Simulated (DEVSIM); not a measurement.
System: abrupt Si n-p junction, at 300 K.

Layer 1 from the left is Si, thickness (μm) 0.340, Nd (cm⁻³) 6e15, τn (s) 1.6e-5, τp (s) 1.6e-5. Layer 2 from the left is Si, thickness (μm) 65.0, Na (cm⁻³) 3e13, τn (s) 1.6e-5, τp (s) 1.6e-5.

Left contact: ohmic. Right contact: ohmic. Voltage is applied to the left contact. Recombination: SRH at mid-gap, Auger. Mobility is constant in doping.

Constants are typed, rounded textbook-type inputs, not results; the design itself was drawn at random and stands for no fabricated device. Values at 300 K.

Si: gap (eV) 1.124, affinity (eV) 4.05, permittivity 11.7, Nc (cm⁻³) 2.86e19, Nv (cm⁻³) 3.1e19, μn (cm²/Vs) 1417, μp (cm²/Vs) 470, Cn (cm⁶/s) 2.8e-31, Cp (cm⁶/s) 9.9e-32.

Estimate by hand the built-in potential, the peak field at zero bias, the capacitance at 3 V, and compare with a numerical solution.


- Built-in potential: ni = √(Nc Nv) exp(−Eg/2kT) = 1.08e10 cm⁻³ with Eg = 1.124 eV; Vbi = kT/q ln(Na Nd/ni²) = 0.547 V; numerical 0.547 V.
- Peak field at zero bias: depletion approximation: W = √(2εVbi/(qN)) = 4.87 μm with N = 2.99e13 cm⁻³; field = 2Vbi/W = 2250 V/cm; numerical 4540 V/cm (estimate below by 51 %).
- Capacitance at 3 V: C = √(qεN / 2(Vbi + |V|)) = 0.836 nF/cm²; numerical 0.838 nF/cm².

DEVSIM, 1D drift-diffusion, Boltzmann statistics, complete ionisation; no tunnelling, impact ionisation, image-force lowering or self-heating.
